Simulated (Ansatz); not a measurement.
Base system: ZrO2 (space group P4_2/nmc, No. 137; a = 3.6210 Å, c = 5.2829 Å).

Method: plane-wave PAW DFT at the PBE level (Ansatz, a quantum-chemistry and plane-wave program, 420 eV), without spin-orbit coupling.

Before the change:

```
Item                  Result
-------------------  -------
c/a ratio              1.459
Lattice parameter a  3.621 Å
```

Now apply this change: a hydrostatic pressure of 2.1 GPa.

Question: Estimate the effect on the c/a ratio.

Answer: The c/a ratio shrinks by 0.005 (1.459 → 1.454).

Question: What does the calculation give for the lattice parameter a after the change?

Answer: The lattice parameter a shrinks by 0.011 Å (3.621 Å → 3.610 Å).

Load acts through the strain it causes; cell and atoms are relaxed under it. No phonon test of stability was made. This is not the structure that ZrO2 has at room temperature and ambient pressure.
